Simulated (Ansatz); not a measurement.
Start from BP in the zinc blende structure (space group F-43m, No. 216; a = 4.491 Å). Axes: x, y, z lie along the cube axes.

Computed with DFT with LDA, PAW potentials and a 420 eV plane-wave cutoff in Ansatz (a quantum-chemistry and plane-wave program), no SOC.

It is then changed as follows: every lattice vector is stretched by 2.00 %; the atoms relax in the strained cell.

Problem. Predict the stress tensor and what it implies for the stiffness.

Solution. Stress of the strained cell less that of the base (GPa, compression positive):
```
  -9.32    0.00    0.00
   0.00   -9.32    0.00
   0.00    0.00   -9.32
```

Then B = −ΔP/(ΔV/V₀) with ΔV/V₀ = 0.0612 gives secant stiffness values (nonlinear terms included at this strain): B ≈ 152 GPa.

As a check, the harmonic strain energy −½ V₀ Δσ:ε is 20 meV/atom; the computed energy rise is 21 meV/atom.

No phonon test of stability was made.
